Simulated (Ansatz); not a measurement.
Functionals compared on the (31-41) surface of hcp Zr in its 1x1 cell, outermost plane spacing 0.13 Å in the ideal cut, in Ansatz (plane waves, PAW). The structure was relaxed with PBE; the other rows are single points on it, each with its references at the same level. Cutoff 420 eV (500 eV for r2SCAN).

Model: 28-atom slab, 10.1 Å thick at the start (thin: gaps and levels are the slab's own), 6x4x1 mesh, Fermi-Dirac 0.1 eV, dipole correction, all atoms relaxed; start symmetry kept, larger cells not searched; no spin, no spin-orbit, no U. These notes are the PBE run's.

```
functional  surface energy (J/m²)  work function of the top face (eV)         rough cost of the single point
----------  ---------------------  ----------------------------------  -------------------------------------
PBE                          1.69                                3.46                                      –
LDA                          1.91                                3.70  about 5 core-minutes (a rough figure)
PBEsol                       1.85                                3.53            very roughly 5 core-minutes
RPBE                         1.57                                3.33            very roughly 5 core-minutes
r2SCAN                       1.81                                3.45           very roughly 11 core-minutes
```

Ansatz is a quantum-chemistry and plane-wave program.
